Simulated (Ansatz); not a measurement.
Effect of Se → Mo on MgSe

The parent structure is MgSe in the rock salt structure (space group Fm-3m, No. 225; a = 5.472 Å).

One thing is altered: full substitution Se → Mo; the structure is relaxed again.

All numbers come from Kohn–Sham DFT with the r2SCAN functional, run in Ansatz (a quantum-chemistry and plane-wave program) with PAW and 500 eV plane waves, scalar-relativistic without spin-orbit coupling. Settings: 15×15×15 k-points, 0.05 eV Fermi–Dirac smearing, for the changed cell.

| quantity | base | changed | shift |
|---|---|---|---|
| volume per atom | 20.48 Å³ | 18.27 Å³ | -2.21 Å³ |
| density | 4.19 g/cm³ | 5.46 g/cm³ | +1.279 g/cm³ |
| shortest interatomic distance | 5.171 bohr | 4.977 bohr | -0.1934 bohr |
| band gap | 2.48 eV | zero | – |

Whether these cells are dynamically stable was not tested. As relaxed here, MgMo is a hypothetical phase, not in the database extracts checked. The final runs are not spin-polarised.
